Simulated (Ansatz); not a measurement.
Ir: biaxial strain −0.42 %, plane normal [111], relaxed out of plane

Take Ir in the fcc (Cu type) structure (space group Fm-3m, No. 225; a = 3.812 Å; relaxed with 0.1 eV smearing) as the base. Axes: x, y, z lie along the cube axes.

It is then changed as follows: biaxial strain −0.42 %, plane normal [111], relaxed out of plane (Cartesian); in-plane vectors clamped, the third vector and the atoms free.

Calculations: LDA, PAW, 420 eV (Ansatz, an electronic-structure program; spin-orbit coupling left out). k-mesh 30×30×30 (Γ-centred); smearing 0.1 eV (Fermi–Dirac).

| quantity | base | changed | shift |
|---|---|---|---|
| volume per atom | 13.85 Å³ | 13.76 Å³ | -0.09 Å³ |
| space group | Fm-3m (No. 225) | R-3m (No. 166) | – |
| shortest interatomic distance | 2.695 Å | 2.684 Å | -0.011 Å |
| energy relative to the base (free energy F) | 0 meV/atom | +1.4 meV/atom | +1.4 meV/atom |
| pressure (mean of the normal stresses, compression positive) | 0.0 GPa | 2.6 GPa | +2.6 GPa |
| band gap | zero | zero | – |
| out-of-plane strain | – | +0.22 % | – |

Final structure (turned so that z lies along the plane normal):

```xyz
1
Lattice="2.6841 0.0000 0.0000 1.3420 2.3245 0.0000 1.3420 -0.7748 2.2057" Properties=species:S:1:pos:R:3 pbc="T T T"
Ir     0.0000     0.0000     0.0000
```

Stability against distortions was not tested. The final runs are not spin-polarised.
